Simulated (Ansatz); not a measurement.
Band structure of LaSiNi4 (Cmmm, 6 atoms in the cell).

```xyz
6
Lattice="2.6069 -4.1170 0.0000 2.6069 4.1170 0.0000 0.0000 0.0000 3.9495" Properties=species:S:1:pos:R:3 pbc="T T T"
La     0.0000     0.0000     0.0000
Si     2.6069     0.0000     1.9748
Ni     2.6069     1.2973     0.0000
Ni     2.6069    -1.2973     0.0000
Ni     1.3034    -2.0585     1.9748
Ni     1.3034     2.0585     1.9748
```

Method of the run: LDA (PW92), PAW files made with PBE (plane waves; Ansatz, a program for electronic structure).

Settings: basis.ecutwfc = 420 eV; kpoints.mp_grid.grid = 6 6 7; hamiltonian.xc = lda; hamiltonian.pseudopotentials = {kind: paw} (the program's default PAW files); scf.occupations.method = fermi_dirac; scf.occupations.width = 0.1 eV; kpoints.band_path.npoints = 8.

The starting cell comes from a database of computed structures (which also holds hypothetical and non-ambient phases and stackings), without a prior relaxation at this level. Spin polarisation is off.

Levels in eV from the Fermi level, bands 41 to 48:
```csv
point,41,42,43,44,45,46,47,48
Γ,-0.46,-0.25,-0.22,-0.20,-0.11,0.58,1.45,2.05
X,-0.88,-0.77,-0.71,0.75,1.55,1.70,1.80,2.06
S,-0.93,-0.90,-0.57,-0.33,1.08,1.91,2.27,2.78
R,-1.04,-0.98,-0.67,-0.57,0.76,0.84,1.84,2.85
A,-0.82,-0.81,-0.39,-0.04,0.25,0.78,2.18,2.53
Z,-0.94,-0.75,-0.68,-0.45,-0.28,-0.11,0.63,2.53
Y,-1.03,-0.74,-0.18,0.56,0.84,1.82,2.21,2.33
X1,-0.88,-0.77,-0.71,0.75,1.55,1.70,1.80,2.06
A1,-0.82,-0.81,-0.39,-0.04,0.25,0.78,2.18,2.53
T,-0.67,-0.60,-0.31,-0.29,0.93,1.57,1.78,2.81
```

Bands cross the Fermi level along this path, so the cell is metallic at this level.

Keys are those of Ansatz 0.2.
